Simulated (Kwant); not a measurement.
Model system: quantum point contact (saddle potential) in a CdTe two-dimensional gas. Effective mass 0.096 mₑ, grid spacing 1.3 nm, hard walls, nominal width 40 nm (31 grid rows, so walls 41.6 nm apart), one parabolic valley, scattering region 120 nm long along x; energies count from the band bottom; Fermi energy 0.135 eV. Potential (V0 + ½k y²) cos²(πx/L) for |x| < L/2, with V0 swept from 0.14175 to 0 eV, k = 0.0035 eV/nm², L = 83 nm.

The device is made up for the run: typed textbook-type constants, with dimensions and the other settings drawn at random.

Model: effective-mass tight-binding model on a square grid, one spin, coherent transport at 0 K (Kwant). Conductance is in e²/h.

Question: Compare with the saddle-point formula G = Σ 1/(1 + exp(−2π(E − V0 − ħωy(n + ½))/ħωx)), taking ħωy = ħ√(k/m) and ħωx from the curvature along x of V0 plus half of the mode's confinement energy.

Answer: ħωy = 52.7 meV; at V0 = 115 meV the lowest mode has ħωx = 17.1 meV.

```tsv
V0 (meV)	formula	simulation
134	0.00019	0.00018
115	0.087	0.093
96.6	0.99	0.99
78.1	1.00	1.00
59.6	1.18	1.25
41.1	2.00	2.00
```

The formula takes a parabolic saddle in the continuum; the run has the full potential on a grid.
